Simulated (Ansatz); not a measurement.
Input:

```yaml
crystal:
  lattice:
    - [0.00000, 2.92504, 2.92504]
    - [2.92504, 0.00000, 2.92504]
    - [2.92504, 2.92504, 0.00000]
  atoms:
    - { symbol: In, position: [0.00000, 0.00000, 0.00000] }
    - { symbol: P, position: [0.25000, 0.25000, 0.25000] }
```

Computed with r2SCAN with spin-orbit coupling, rigid bands (plane waves, PAW; Ansatz, a program for electronic structure). Condition of this run: hydrostatic pressure of 1 GPa (compression positive) (the target of the relaxation). Cell: cell and atoms relaxed with PBEsol, then loaded as said.

Question: Predict the electron conductivity mass (n e² τ/σ) at 300 K, by direction if it differs.

Answer: 0.095 mₑ.

Question: What conductivity effective mass do dilute holes have at 300 K?

Answer: 0.55 mₑ.

Question: And the band gap?

Answer: 1.17 eV at this level; semilocal functionals usually fall short of the measured gap.

Rigid bands, one relaxation time for all states, no polarons. Geometry: cell and atoms relaxed with PBEsol.
